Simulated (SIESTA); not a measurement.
SIESTA run on Ir (Fm-3m, 1 atom in the cell): self-consistent single point.

Method of the run: SIESTA with GGA PBE, numerical atomic orbitals DZP, PseudoDojo PBE standard norm-conserving potentials (rewritten from UPF to PSML).

The change in words: lattice scaled by 0.98. Reference geometry:
```yaml
crystal:
  lattice:
    - [0.00000, 1.92000, 1.92000]
    - [1.92000, 0.00000, 1.92000]
    - [1.92000, 1.92000, 0.00000]
  atoms:
    - { symbol: Ir, position: [0.00000, 0.00000, 0.00000] }
```

Reference input (self-consistent single point, DFT, GGA PBE, numerical atomic orbitals DZP, PseudoDojo PBE standard norm-conserving potentials (rewritten from UPF to PSML)): XC.functional = GGA; XC.authors = PBE; potentials = PseudoDojo PBE standard; PAO.BasisSize = DZP; PAO.EnergyShift = 0.005 Ry; MeshCutoff = 350 Ry; kgrid.MonkhorstPack = 10 10 10; OccupationFunction = FD; ElectronicTemperature = 100 meV; MaxSCFIterations = 150; SCF.Mixer.Method = Broyden; SCF.Mixer.Weight = 0.2. This run's input differs from it in these lines:

```diff
@@ -11,5 +11,5 @@
 %block LatticeVectors
-     0.000000000    3.628274159    3.628274159
-     3.628274159    0.000000000    3.628274159
-     3.628274159    3.628274159    0.000000000
+     0.000000000    3.555708676    3.555708676
+     3.555708676    0.000000000    3.555708676
+     3.555708676    3.555708676    0.000000000
 %endblock LatticeVectors
```

Output, abridged:

```
        iscf     Eharris(eV)        E_KS(eV)     FreeEng(eV)     dDmax    Ef(eV) dHmax(eV)
   scf:    1    -3146.285226    -3131.866364    -3131.893222  2.381977 -0.128976  6.254670
   scf:    2    -3132.852801    -3132.385689    -3132.413422  0.267631 -0.704288  4.024222
   scf:    3    -3132.926180    -3132.738796    -3132.769042  0.422747 -1.729814  0.055957
   scf:    4    -3132.739133    -3132.738968    -3132.769243  0.003686 -1.725051  0.047059
   scf:    5    -3132.739187    -3132.739092    -3132.769491  0.012743 -1.720331  0.019060
   [... 11 lines left out ...]
   scf:   17    -3132.739063    -3132.739063    -3132.769497  0.000018 -1.725128  0.000127
   scf:   18    -3132.739063    -3132.739063    -3132.769497  0.000014 -1.725152  0.000105
   scf:   19    -3132.739063    -3132.739063    -3132.769497  0.000012 -1.725171  0.000086
   scf:   20    -3132.739063    -3132.739063    -3132.769497  0.000009 -1.725188  0.000070
SCF Convergence by DM+H criterion
max |DM_out - DM_in|         :     0.0000093991
max |H_out - H_in|      (eV) :     0.0000700004
SCF cycle converged after 20 iterations

Using DM_out to compute the final energy and forces

siesta: E_KS(eV) =            -3132.7391

siesta: E_KS - E_eggbox =     -3132.7391

siesta: Atomic forces (eV/Ang):
     1    0.000000    0.000000   -0.000000
   Tot    0.000000    0.000000   -0.000000
   Max    0.000000
   Res    0.000000    sqrt( Sum f_i^2 / 3N )
   Max    0.000000    constrained

Stress tensor Voigt[x,y,z,yz,xz,xy] (kbar):     -388.08     -388.08     -388.08       -0.05       -0.05       -0.05
(Free)E + p*V (eV/cell)    -3129.5423
Target enthalpy (eV/cell)    -3132.7695

siesta: Program's energy decomposition (eV):
siesta: FreeEng =     -3132.769497

siesta: Stress tensor (static) (eV/Ang**3):
   [... lines left out ...]
siesta: Cell volume =         13.323303 Ang**3
siesta:         388.07687722        388.07687722  kBar
   [... lines left out ...]
               5dz2    5dxz    5dx2-y2
   1 17.000   1.958   1.880  -0.848   1.974   1.974   1.974   0.207   0.207
              0.207   1.617   1.617   1.829   1.617   1.829  -0.199  -0.199

             -0.223  -0.199  -0.223

mulliken: Qtot =       17.000

Mulliken Atomic Populations:
Atom #   charge [q] valence [e]  Species
     1     0.000000   17.000000  Ir
 Total     0.000000
```

The run converged in 20 iterations. Against the reference run the free energy goes up by 122 meV/atom and the pressure goes from 10.39 to 38.81 GPa.

The starting cell has typed, rounded lattice constants, without a prior relaxation at this level. For this run, on top of that: lattice scaled by 0.98. Spin polarisation is off. Values carry the incompleteness of an atom-centred basis. With a pressure of about 39 GPa the cell is away from its equilibrium volume at this level.

Cost on one core of a shared machine: roughly 60 s.
